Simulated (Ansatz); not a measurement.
The reference is Mg$_{2}$Ge in the anti-fluorite structure (space group Fm-3m, No. 225; a = 6.3640 Å).

All numbers come from Ansatz (a program for electronic structure) PBEsol, no SOC, earlier PAW set.

Base values:

```
Item                              Value
-------------------  ------------------
Band gap                        0.08 eV
Magnetic state       not spin-polarised
Lattice parameter a             6.364 Å
```

Perturbation: every Ge is replaced by Fe, then cell and atoms are relaxed.

Q: How does this affect the band gap, magnetic state and lattice parameter a?

A: The band gap changes from 0.08 eV to zero; the magnetic state goes from not spin-polarised to ferromagnetic; the lattice parameter a decreases by 0.078 Å (6.364 Å → 6.286 Å).

Other magnetic orders, which the real material may have, were not ruled out. Stability against distortions was not tested. As relaxed here, Mg2Fe is a hypothetical phase, not in the database extracts checked. A zero or small gap of Mg2Ge can be the functional's error rather than a property of the material.
